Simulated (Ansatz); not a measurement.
Worked calculations on one periodic cell of amorphous Si24O49Be: Si24O49Be, 74 atoms, volume 1105.3 Å³, made by a melt-quench on the CHGNet potential and relaxed with DFT. O atoms were pushed apart under 1.9 Å during the dynamics, to hinder bonds among them. It is a model cell: composition and starting density were chosen by hand, and all elements were melted together. Cycles of charging were run to anneal it. All values below come from PBE, scalar-relativistic without spin-orbit coupling (plane waves to 420 eV, PAW; Ansatz, an electronic-structure program). Sampling: a 2×2×2 Γ-centred mesh; Fermi-Dirac width 0.02 eV; no spin polarisation. Its volume was held where the quench left it, its shape was held as a cube, and it stands at a mean pressure of -0.3 GPa with stress components up to 1.3 GPa; the relaxation ran on the zone centre alone. Its density went from a set 2.20 to 2.20 g/cm³. The cell is small and was quenched far faster than a real film, so it is one sample of the glass.

**Question.** Count formal charges (Si +4, O -2, Be +2). What does the count lead one to expect at the Fermi level, and what does the calculation give?

**Answer.** 24 × (+4) + 49 × (-2) + 1 × (+2) = 0. The charges balance, so the anion-derived valence states can be full and a gap can open. On this mesh the highest filled and lowest empty level lie 5.21 eV apart, the PBE gap of this cell.

Four energies for a hole at PBE on the zone centre alone (charged cells in a uniform background, spin-polarised): neutral at the neutral geometry -43233.400 eV; charged at the neutral geometry -43234.319 eV; charged and relaxed -43234.352 eV; neutral at the charged geometry -43233.353 eV.

**Question.** Find the two relaxation energies and their sum, the reorganisation energy.

**Answer.** On charging: -43234.319 − (-43234.352) = 0.033 eV. On discharging: -43233.353 − (-43233.400) = 0.047 eV. The sum is 0.080 eV. The carrier's level spreads over 29 of the 74 atoms' worth, more than a fifth of the atoms or a third of the atoms of its main element (six at least), and the sum is small, so it counts as a band carrier, whose relaxation energy shrinks as the cell grows. PBE's self-interaction favours spread-out carriers, so a hybrid can localise more.
